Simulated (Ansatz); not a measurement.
Functionals compared on a constructed model of the (0001) surface of hcp Ti, a pseudomorphic layer of Ta in the host's stacking (bottom of the slab: a bare face, its two planes held), in Ansatz (plane waves, PAW). The structure was relaxed with PBE; the other rows are single points on it. Cutoff 420 eV (500 eV for r2SCAN).

Slab: 7 atoms, 14.6 Å thick at the start; k 15x15x1, smearing 0.1 eV, dipole-corrected; 2 atoms held, the rest relaxed; symmetry of the start imposed; no spin, no spin-orbit, no U. It is one candidate, not shown to be the stable structure of the face. These notes are the PBE run's.

```
functional  work function of the top face (eV)          rough cost of the single point
----------  ----------------------------------  --------------------------------------
PBE                                       4.88                                       –
RPBE                                      4.75  about 90 core-seconds (a rough figure)
r2SCAN                                       …         around 2.9 core-minutes (rough)
```

### Question
Fill in the missing entries.

### Answer

- r2SCAN, work function of the top face (eV): 4.97

Ansatz is a quantum-chemistry and plane-wave program.
